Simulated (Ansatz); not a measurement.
Base system: ZrSi in the rock salt structure (space group Fm-3m, No. 225; a = 5.341 Å; a hypothetical phase, not in the database extracts checked). Axes: x, y, z lie along the cube axes.

Computed with PBEsol (Ansatz, a quantum-chemistry and plane-wave program; PAW; 420 eV plane waves; spin-orbit coupling left out).

Strains are applied to the cell and any free atomic positions relax; under biaxial strain the out-of-plane vector relaxes too.

One change was made to it. Results:

```csv
quantity,base,after
energy relative to the base (free energy F),0 meV/atom,+2.1 meV/atom
"pressure (mean of the normal stresses, compression positive)",0.0 GPa,1.6 GPa
volume per atom,19.05 Å³,18.80 Å³
```

**Question.** Name the change that was made.
A) biaxial strain −2.73 %, plane normal [110], relaxed out of plane
B) uniaxial strain ε_xx = −2.66 %
C) uniaxial strain ε_xx = +0.96 %
D) uniaxial strain ε_zz = +0.90 %
E) biaxial strain −0.75 %, plane normal [001], relaxed out of plane

**Answer.** E, biaxial strain −0.75 %, plane normal [001], relaxed out of plane. For comparison, the pressure in the other runs: uniaxial strain ε_xx = −2.66 % gives 3.6 GPa; uniaxial strain ε_xx = +0.96 % gives -1.1 GPa; biaxial strain −2.73 %, plane normal [110], relaxed out of plane gives 3.9 GPa; uniaxial strain ε_zz = +0.90 % gives -1.1 GPa.

Without a gap, meshes like the base's 15×15×15 leave anisotropic stresses uncertain by several tenths of a GPa, and small strain energies with them. Whether these cells are dynamically stable was not tested. The final runs are not spin-polarised.
